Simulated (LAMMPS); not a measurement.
MD of Si (diamond structure) at zero pressure, 1000 atoms, as a liquid; each row is its own run.

Computed with classical MD, pair style meam/spline, file Si_1.meam.spline, run in LAMMPS.

| T (K) | D(Si) (cm²/s) |
|---|---|
| 930 | 1.18e-5 |
| 1180 | 3.53e-5 |
| 1350 | 5.87e-5 |
| 1520 | 9.34e-5 |
| 1860 | 0.000131 |
| 2110 | 0.000191 |
| 2360 | 0.000228 |
| 2700 | 0.000277 |

### Question
Fit an Arrhenius law, ln y = a + b / x, to these rows (x is the first column, y the second) and predict the run at x = 1690.

### Answer
Least squares gives a = -6.4761 and b = -4465. The slope times kB gives an activation energy of 0.38 eV. At x = 1690 the fit predicts 0.000110 cm²/s. The run itself gave (1.11 ± 0.03) × 10^-4 cm²/s, so the fit is 0.9 % low, within the run's error.

Caution (rows 930; 1180; 1350; 1520): this liquid lies under the measured melting point of 1687 K, so it is undercooled or the potential melts low.

Caution: a run this short can hold a crystal over, or a liquid under, the potential's own melting point, which these runs don't give.

Caution (row 1860): enthalpy drifts during the constant-pressure average: a transition or slow ageing; fluctuation values are void.

Errors of D are the spread over four groups of atoms in one short run; a floor of about 5 %, a picked value, is safer.
